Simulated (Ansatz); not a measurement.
This Ansatz (a quantum-chemistry and plane-wave program) input is the reference run, MgSe in the rock salt structure (space group Fm-3m, No. 225), computed with Ansatz r2SCAN, no spin-orbit coupling:

Ansatz 0.2 input:
```yaml
crystal:
  lattice:
    - [0, 2.7361817401, 2.7361817401]
    - [2.7361817401, 0, 2.7361817401]
    - [2.7361817401, 2.7361817401, 0]
  atoms:
    - { symbol: Mg, position: [0, 0, 0] }
    - { symbol: Se, position: [0.5, 0.5, 0.5] }
basis: { ecutwfc: 500, ecutrho_ratio: 4, xc_grid: 4, fft_grid_basis: typed }
kpoints: { mp_grid: { grid: [10, 10, 10] } }
hamiltonian:
  xc: r2scan
  dispersion: none
  pseudopotentials: { kind: paw }
scf: { occupations: { method: fermi_dirac, width: 0.05 }, convergence: { dr2_threshold: 0.0000000002 } }
output: { forces: true, stress: true }
checkpoint: { write: state.ck, write_every: 1000 }
```

Problem. Write the input for this change: compressive biaxial strain of 2.00 % in the plane normal to [001], as in epitaxy on a mismatched substrate; the out-of-plane cell vector and the atoms relax.

Solution. 
Ansatz 0.2 input:
```yaml
crystal:
  lattice:
    - [3.7921544194, 0, 0]
    - [0, 3.7921544194, 0]
    - [1.8960772097, -1.8960772097, 2.7635435575]
  atoms:
    - { symbol: Mg, position: [0, 0, 0] }
    - { symbol: Se, position: [0.5, 0.5, 0] }
basis: { ecutwfc: 500, ecutrho_ratio: 4, xc_grid: 4, fft_grid_basis: typed }
kpoints: { mp_grid: { grid: [10, 10, 10] } }
hamiltonian:
  xc: r2scan
  dispersion: none
  pseudopotentials: { kind: paw }
scf: { occupations: { method: fermi_dirac, width: 0.05 } }
relax: { f_tol: 0.005, max_steps: 50, cell: { stress_tol: 0.01, fix: [a, b, gamma] } }
output: { forces: true, stress: true }
checkpoint: { write: state.ck, write_every: 1000 }
```
This is the input that was run; other choices of cell and start would serve too.

Whether these cells are dynamically stable was not tested.
